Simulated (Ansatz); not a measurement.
## A computed series for Zn: pressure series

Consider Zn in the fcc (Cu type) structure (space group Fm-3m, No. 225; a = 3.8381 Å; a cell from a computed database, its experimental status unchecked).

Cell and atoms are relaxed at each pressure.

All numbers come from Ansatz (an electronic-structure program), PBEsol, PAW, cutoff 420 eV, without spin-orbit coupling.

| pressure (GPa) | volume per atom (Å³/atom) |
|---|---|
| -2 | 14.482 |
| -1 | 14.301 |
| 0 | 14.135 |
| 0.3 | 14.086 |
| 0.7 | ? |
| 1.5 | 13.903 |
| 5 | 13.441 |
| 7.5 | 13.160 |
| 10 | 12.910 |

Task: Fit the third-order Birch–Murnaghan form P(V) = (3B₀/2)[(V₀/V)^(7/3) − (V₀/V)^(5/3)]·[1 + (3/4)(B₀′ − 4)((V₀/V)^(2/3) − 1)] (squares taken in P) to the rows shown and predict the withheld row.

Result: Least squares on the printed values gives V₀ = 14.134 Å³/atom, B₀ = 87.4 GPa, B₀′ = 5.1; this predicts 14.023 Å³/atom, and the run gives 14.024 Å³/atom, in agreement.

Load acts through the strain it causes; cell and atoms are relaxed under it. Whether these cells are dynamically stable was not tested. Competing high-pressure phases were not computed. This is not the structure that Zn has at room temperature and ambient pressure.
